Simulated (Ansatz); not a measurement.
Input and output of a self-consistent single point for CuI (F-43m, 2 atoms in the cell) (Ansatz, a program for electronic structure).

Method: PBE, PAW files (plane waves; Ansatz).

```yaml
crystal:
  lattice:
    - [0.00000, 3.03075, 3.03075]
    - [3.03075, 0.00000, 3.03075]
    - [3.03075, 3.03075, 0.00000]
  atoms:
    - { symbol: Cu, position: [0.00000, 0.00000, 0.00000] }
    - { symbol: I, position: [0.25000, 0.25000, 0.25000] }
```

Reference input (self-consistent single point, DFT, PBE, plane waves, PAW files): kpoints.mp_grid.grid = 9 9 9; hamiltonian.xc = pbe; hamiltonian.pseudopotentials = {kind: paw} (the program's default PAW files); scf.occupations.method = gaussian; scf.occupations.width = 0.05 eV. This run's input differs from it in these lines:

Ansatz 0.2 input:
```diff
@@ -9,3 +9,3 @@
 kpoints:
-  mp_grid: { grid: [9, 9, 9] }
+  mp_grid: { grid: [6, 6, 6] }
 hamiltonian:
```

The program printed (abridged):

```
SCF iter   1: F=—  HF=-14139.524260 eV  |F-HF|=—  |Δ(HF+E_count)|=         —  Δρ=8.68e-2  dr2=4.01e0  ethr=3.10e-3  ⟨swp⟩=6.7  Hψ=1715  notcnv=0
all-band conjugate gradients solve this SCF's bands
preconditioner: auto → none
SCF iter   2: F=—  HF=-14139.852316 eV  |F-HF|=—  |Δ(HF+E_count)|=   3.28e-1  Δρ=1.65e-1  dr2=9.38e0  ethr=3.10e-3  ⟨swp⟩=4.0  Hψ=1000  notcnv=0  recentre
   [... lines left out ...]
SCF iter   6: F=—  HF=-14138.477820 eV  |F-HF|=—  |Δ(HF+E_count)|=   1.62e-3  Δρ=1.20e-3  dr2=3.50e-4  ethr=4.25e-5  ⟨swp⟩=2.0  Hψ=495  notcnv=0
SCF iter   7: F=—  HF=-14138.477800 eV  |F-HF|=—  |Δ(HF+E_count)|=   2.02e-5  Δρ=4.11e-4  dr2=4.90e-5  ethr=9.73e-7  ⟨swp⟩=2.2  Hψ=503  notcnv=0
SCF iter   8: F=—  HF=-14138.477791 eV  |F-HF|=—  |Δ(HF+E_count)|=   8.93e-6  Δρ=1.05e-4  dr2=4.33e-6  ethr=1.36e-7  ⟨swp⟩=2.2  Hψ=468  notcnv=0
SCF iter   9: F=-14138.477790 eV  HF=-14138.477790 eV  |F-HF|=4.22e-9  |Δ(HF+E_count)|=   6.80e-7  Δρ=3.90e-6  dr2=8.13e-9  ethr=2.78e-10  ⟨swp⟩=5.1  Hψ=1869  notcnv=0
SCF 1 converged in 9 iterations: F = -14138.477790 eV  dr2 = 8.13e-9
Free energy (F): -14138.477790 eV
Internal energy: -14138.477790 eV  (E = F + TS)
E sigma→0 (E₀):  -14138.477790 eV
Fermi energy:    8.711192 eV
--- Forces (eV/Å), atoms counted from 1 ---
  atom   1  Cu     0.00000000     0.00000000     0.00000000
  atom   2  I     -0.00000000     0.00000000     0.00000000
--- Stress (GPa, compression-positive) ---
        0.338198      -0.000000      -0.000000
       -0.000000       0.338198       0.000000
        0.000000       0.000000       0.338198
  P = ⅓ Tr σ = 0.3382 GPa (3.382 kbar)
  The stress holds the Pulay correction. Without it, at fixed plane waves, as pw.x and ABINIT print it: P = 0.2758 GPa
```

The run converged in 9 iterations. Against the reference run the free energy goes up by 1.2 meV/atom, the pressure moves little (0.32 to 0.34 GPa) and the gap on the mesh stays at 1.120 eV.

The starting cell has typed, rounded lattice constants, without a prior relaxation at this level. Its lattice was rescaled by a random factor within 2.5 % of one. Spin-orbit coupling is off. Ansatz's pressure includes its estimate of the finite-basis (Pulay) stress.
